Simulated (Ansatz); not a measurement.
The starting structures come from a database of crystals and need not be the phases stable at ambient conditions.

 Where the default PAW files enter, the runs use the earlier of Ansatz's two default sets.

```
CELL_PARAMETERS angstrom
      3.68074     0.00000     0.00000
      0.00000    10.65387     0.00000
      0.00000     0.00000     4.35754
ATOMIC_POSITIONS crystal
  Ge 0.75000 0.87562 0.36436
  Ge 0.25000 0.12438 0.63564
  Ge 0.25000 0.62438 0.86436
  Ge 0.75000 0.37562 0.13564
  S  0.75000 0.65057 0.49461
  S  0.25000 0.34943 0.50539
  S  0.25000 0.84943 0.99461
  S  0.75000 0.15057 0.00539
```

Space group of this cell: Pnma. The cell was relaxed by PBE-D3(BJ); by PBEsol its mean pressure is -2.7 GPa.

Transport runs along the normal of the first two printed cell vectors.

The gap is the functional's own. No spin-orbit coupling. Mid-gap values are interpolated on the energy grid.

Q: Predict the band gap and the smallest decay constant κ at mid-gap from PBEsol in Ansatz (a quantum-chemistry and plane-wave program).

A: Gap 1.19 eV on a 8×4×8 mesh; κ = 0.145 1/Å, at the zone centre.
